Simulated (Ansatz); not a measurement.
An Ansatz (a quantum-chemistry and plane-wave program) input (Ansatz r2SCAN, no SOC):

Ansatz 0.2 input:
```yaml
crystal:
  lattice:
    - [3.1092370727, 0, 0]
    - [0, 6.5895904458, 0]
    - [0, 0, 8.4328299867]
  atoms:
    - { symbol: Ir, position: [0.5, 0.7925022711, 0.2669436464] }
    - { symbol: Ir, position: [0.5, 0.2074977289, 0.2669436464] }
    - { symbol: Sn, position: [0, 0.7552092622, 0.7180243516] }
    - { symbol: Sn, position: [0, 0.2447907378, 0.7180243516] }
    - { symbol: Sn, position: [0, 0, 0.0527840999] }
    - { symbol: Sn, position: [0.5, 0.5, 0.0394464068] }
    - { symbol: Ir, position: [0.5, 0, 0.5418318053] }
    - { symbol: Sn, position: [0, 0.5, 0.3960016918] }
basis: { ecutwfc: 500, ecutrho_ratio: 4, xc_grid: 4, fft_grid_basis: typed }
kpoints: { mp_grid: { grid: [15, 7, 6] } }
hamiltonian:
  xc: r2scan
  dispersion: none
  pseudopotentials: { kind: paw }
scf: { occupations: { method: fermi_dirac, width: 0.05 }, convergence: { dr2_threshold: 0.0000000008 } }
output: { forces: true, stress: true }
checkpoint: { write: state.ck, write_every: 1000 }
```

### Question
Which symmetry and how many k-points will the program report, and about how many plane waves at Γ?

### Answer
Space group Pmm2 (ITA 25) with 4 operations, k-points 128 of 630, and 4413 plane waves at Γ.

Each cell is one ordered arrangement of few atoms, which overstates ordering effects compared with a random alloy. No phonon test of stability was made. All final runs are without spin polarisation. The cell was made from Sn by this change: x(Ir) = 0.375, 8 atoms, P2. Under x(Ir) = 0.375, 8 atoms, P2 the cell changed shape so far that it is another structure.
